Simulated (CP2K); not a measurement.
## Refining one setting for Rb₈SbO₃ (Pm-3m, 12 atoms in the cell)

```
CELL_PARAMETERS angstrom
      7.44755     0.00000     0.00000
      0.00000     7.44755     0.00000
      0.00000     0.00000     7.44755
ATOMIC_POSITIONS crystal
  Rb 0.26866 0.26866 0.26866
  Rb 0.73134 0.73134 0.73134
  Rb 0.73134 0.26866 0.26866
  Rb 0.26866 0.73134 0.73134
  Rb 0.73134 0.73134 0.26866
  Rb 0.26866 0.26866 0.73134
  Rb 0.26866 0.73134 0.26866
  Rb 0.73134 0.26866 0.73134
  Sb 0.00000 0.00000 0.00000
  O  0.00000 0.50000 0.50000
  O  0.50000 0.00000 0.50000
  O  0.50000 0.50000 0.00000
```

Method: CP2K with PBEsol, GPW, DZVP-MOLOPT-SR-GTH basis, GTH-PBE potentials (GTH_POTENTIALS).

The starting cell comes from a database of computed structures (which also holds hypothetical and non-ambient phases and stackings), without a prior relaxation at this level. Values carry the incompleteness of an atom-centred basis. The potentials were made for another functional than the one used.

Held fixed: CUTOFF = 500 Ry; REL_CUTOFF = 50 Ry; SMEAR/METHOD = MARZARI_VANDERBILT; SIGMA = 0.1 eV; XC_FUNCTIONAL = PBE:PBESOL; Rb/BASIS_SET = DZVP-MOLOPT-SR-GTH-q9; Rb/POTENTIAL = GTH-PBE-q9; Sb/BASIS_SET = DZVP-MOLOPT-SR-GTH-q5; Sb/POTENTIAL = GTH-PBE-q5; O/BASIS_SET = DZVP-MOLOPT-SR-GTH-q6; O/POTENTIAL = GTH-PBE-q6; METHOD = GPW; EPS_DEFAULT = 1e-10; NGRIDS = 5; SCF_GUESS = ATOMIC; EPS_SCF = 1e-07; MAX_SCF = 100; ADDED_MOS = 16; MIXING/METHOD = BROYDEN_MIXING. Moved along with it: GAMMA_CENTERED.

ΔF is the free energy per atom less that of the last row (MONKHORST-PACK 6 6 6).

```csv
KPOINTS/SCHEME,ΔF (meV/atom),pressure (GPa),largest force (eV/Å),k-points,iterations
default,64.0,-0.94,0.103,1,31
MONKHORST-PACK 2 2 2,1.87,-1.03,0.026,8,28
MONKHORST-PACK 3 3 3,0.42,-1.00,0.013,14,30
MONKHORST-PACK 4 4 4,0.05,-1.01,0.013,36,29
MONKHORST-PACK 5 5 5,0.00,-1.01,0.013,63,31
MONKHORST-PACK 6 6 6,0.00,-1.01,0.013,112,31
```

Largest force within 0.005 eV/Å of the last row: from KPOINTS/SCHEME = MONKHORST-PACK 3 3 3 on; the one before it is off by 0.013 eV/Å. The value it settles on is 0.013 eV/Å at this level of theory and with the other settings as held.

Pressure within 0.05 GPa of the last row: from KPOINTS/SCHEME = MONKHORST-PACK 2 2 2 on; the one before it is off by 0.063 GPa. The value it settles on is -1.01 GPa at this level of theory and with the other settings as held.
